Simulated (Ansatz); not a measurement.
The reference is GaS in the beta-GaS type structure (space group P6_3/mmc, No. 194; a = 3.534 Å, c = 15.039 Å; layered, stacked along the Cartesian z axis). Axes: x lies along a and z along c of the hexagonal cell.

Perturbation: the cell is compressed by 4.78 % along z with no lateral relaxation, atoms relaxed at fixed cell.

Levels (all Ansatz, an electronic-structure program, PAW): PBEsol-D3(BJ) (420 eV, no spin-orbit coupling); PBEsol+SOC (420 eV, noncollinear with spin-orbit coupling).

The geometry is relaxed with PBEsol-D3(BJ).

PBEsol-D3(BJ) band gap: 0.90 eV
PBEsol-D3(BJ) valence-band top at Γ: 0.00, -1.79, -1.79 eV
PBEsol-D3(BJ) smallest direct gap: 1.48 eV

### Question
How does going to PBEsol+SOC change the band gap, valence-band top at Γ and smallest direct gap?

### Answer
The band gap hardly moves (0.90 eV against 0.89 eV); the valence-band top at Γ (three highest Kramers pairs, from the VBM) becomes 0.00, -1.76, -1.83 eV (PBEsol-D3(BJ): 0.00, -1.79, -1.79 eV); the smallest direct gap is still 1.48 eV.

Single points use the geometry relaxed with PBEsol-D3(BJ). Differences between runs with and without spin-orbit coupling are approximate. The cells carry an imposed strain or load. Whether these cells are dynamically stable was not tested.
